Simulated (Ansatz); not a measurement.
The parent structure is AgCl in the rock salt structure (space group Fm-3m, No. 225; a = 5.4475 Å).

Structures relaxed with PBEsol/PAW in Ansatz (a program for electronic structure), spin-orbit coupling left out.

Base:

Simulated powder pattern, Cu Kα1, λ = 1.54056 Å (kinematic, ideal powder, no thermal factors, no anomalous dispersion; the 14 strongest lines at most, above 2 %, up to 2θ = 90°):

| 2θ (°) | I/Imax (%) | hkl |
|---|---|---|
| 28.35 | 51 | (111) |
| 32.86 | 100 | (200) |
| 47.15 | 68 | (220) |
| 55.94 | 23 | (311) |
| 58.66 | 23 | (222) |
| 68.89 | 10 | (400) |
| 76.10 | 9.1 | (331) |
| 78.45 | 28 | (420) |
| 87.69 | 22 | (422) |

After one change:

Simulated powder pattern, Cu Kα1, λ = 1.54056 Å (kinematic, ideal powder, no thermal factors, no anomalous dispersion; the 14 strongest lines at most, above 2 %, up to 2θ = 90°):

| 2θ (°) | I/Imax (%) |
|---|---|
| 28.65 | 51 |
| 33.20 | 100 |
| 47.65 | 68 |
| 56.55 | 23 |
| 59.31 | 23 |
| 69.68 | 10 |
| 77.01 | 9.1 |
| 79.40 | 28 |
| 88.81 | 22 |

### Question
What was done to the base?
A) isotropic strain +2.50 %
B) isotropic strain +0.50 %
C) isotropic strain −1.00 %
D) isotropic strain +1.00 %

### Answer
C, isotropic strain −1.00 %. Its volume per atom is 19.61 Å³ against 20.21 Å³, and its space group is Fm-3m (No. 225).

No phonon test of stability was made.
